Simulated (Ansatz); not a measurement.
The parent structure is MgO in the rock salt structure (space group Fm-3m, No. 225).

```cif
data_MgO
_chemical_formula_sum 'Mg1 O1'
_space_group_name_H-M_alt 'P 1'
_space_group_IT_number 1
_cell_length_a 2.97984
_cell_length_b 2.97984
_cell_length_c 2.97984
_cell_angle_alpha 60.000
_cell_angle_beta 60.000
_cell_angle_gamma 60.000
loop_
_space_group_symop_operation_xyz
  'x, y, z'
loop_
_atom_site_label
_atom_site_type_symbol
_atom_site_fract_x
_atom_site_fract_y
_atom_site_fract_z
_atom_site_occupancy
Mg1 Mg 0.00000 0.00000 0.00000 1
O1 O 0.50000 0.50000 0.50000 1
```

All numbers come from Ansatz (an electronic-structure program), PBEsol, PAW, cutoff 420 eV, scalar-relativistic without spin-orbit coupling.

Base values:

The gap character is direct at Γ, the band gap comes out as 4.62 eV and the shortest interatomic distance is 2.107 Å.

The change: a hydrostatic pressure of 0.7 GPa.

Task: How does this affect the gap character, band gap and shortest interatomic distance?

Result: The gap character is still direct at Γ; the band gap grows by 0.04 eV (4.62 eV → 4.66 eV); the shortest interatomic distance shrinks by 0.003 Å, from 2.107 Å to 2.104 Å.

Load acts through the strain it causes; cell and atoms are relaxed under it. Whether these cells are dynamically stable was not tested. The base started in Pnma and relaxed to Fm-3m at this level.
